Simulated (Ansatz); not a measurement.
**A computed series for hypothetical CsCl type CoO: element substitutions**

Consider CoO in the CsCl type structure (space group Pm-3m, No. 221; a = 2.616 Å; ferromagnetic; a hypothetical phase, not in the database extracts checked).

Each row replaces one element on all its sites; cell and atoms are relaxed.

Computed with Kohn–Sham DFT with the PBE functional, run in Ansatz (a program for electronic structure) with PAW and 420 eV plane waves, no spin-orbit coupling.

```csv
variant,shortest interatomic distance,density
base,2.266 Å,6.95 g/cm³
O → C,2.156 Å,7.63 g/cm³
Co → Ni,2.262 Å,6.96 g/cm³
Co → Ir,2.434 Å,15.57 g/cm³
Co → Fe,2.295 Å,6.41 g/cm³
```

No phonon test of stability was made. As relaxed here, CoC, NiO, IrO and FeO are hypothetical phases, not in the database extracts checked. No Hubbard U is applied and the magnetic state is the run's own (CoO ferromagnetic; NiO ferromagnetic; FeO ferromagnetic); small cells can't hold the antiferromagnetic order that many such compounds have, so gaps and moments can be off. Spin-polarised in the final run: CoC, base, NiO and FeO; the other runs are not. An odd electron count without spin: IrO.
